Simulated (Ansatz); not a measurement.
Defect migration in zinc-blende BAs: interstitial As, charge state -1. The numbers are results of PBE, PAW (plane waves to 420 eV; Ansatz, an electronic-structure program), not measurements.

Settings: 64 host sites, the relaxed PBE lattice, one k-point at (0.250, 0.250, 0.250), smearing 0.01 eV, spin-restricted, no image-charge correction. Static, classical nuclei. The charge state is imposed; whether it is stable for some Fermi level was not computed. Sites that were not tried may lie lower.

Barriers: single points on a 2×2×2 k-point mesh shifted by half a step at the bands' geometries.

A. a direct jump of one As atom (a rearrangement that moves the defect's centre by under 1 Å); the atom moves 1.16 Å along (0.00, -0.17, 0.17) of the unit cell; the moving atom starts with neighbours As at 2.20; B at 1.99, B at 2.01 Å and ends with As at 2.20; B at 1.99, B at 2.01 Å; saddle order not checked, on a symmetry element.
B. a concerted move, in which As travels most (a rearrangement that moves the defect's centre by under 1 Å); the atom moves 0.89 Å along (0.13, -0.13, 0.00) of the unit cell; the moving atom starts with neighbours As at 2.20; B at 1.97, B at 2.02 Å and ends with As at 2.20; B at 1.97, B at 2.02 Å; saddle order not checked, on a symmetry element.

A band can be held on a symmetry element, so unchecked saddle points there may be too high.

Problem. Put the candidates in order of forward barrier, lowest first, for PBE, PAW.

Solution. A (0.38 eV), B (0.81 eV)
